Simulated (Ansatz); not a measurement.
Take PbO (space group P4/nmm, No. 129; a = 4.034 Å, c = 4.994 Å; layered, stacked along the Cartesian z axis) as the base.

Calculations: DFT with PBE-D3(BJ), PAW potentials and a 420 eV plane-wave cutoff in Ansatz (an electronic-structure program), no SOC.

Base values:

```
Item        Result
--------  --------
Pressure  0.01 GPa
```

The change: the cell is scaled by 0.9940 in all directions, atoms relaxed at fixed cell.

Problem. Predict the new energy relative to the base.

Solution. The energy rises by 0.8 meV/atom.

Problem. What does the calculation give for the pressure after the change?

Solution. The pressure (mean of the normal stresses, compression positive) rises by 0.726 GPa (0.01 GPa → 0.73 GPa).

Problem. Predict the new largest internal atomic displacement.

Solution. The largest internal atomic displacement comes out as 0.014 Å.

The cells carry an imposed strain or load. Stability against distortions was not tested. The program warned that a D3 coordination switch lies within reach, so dispersion energies are less smooth here.
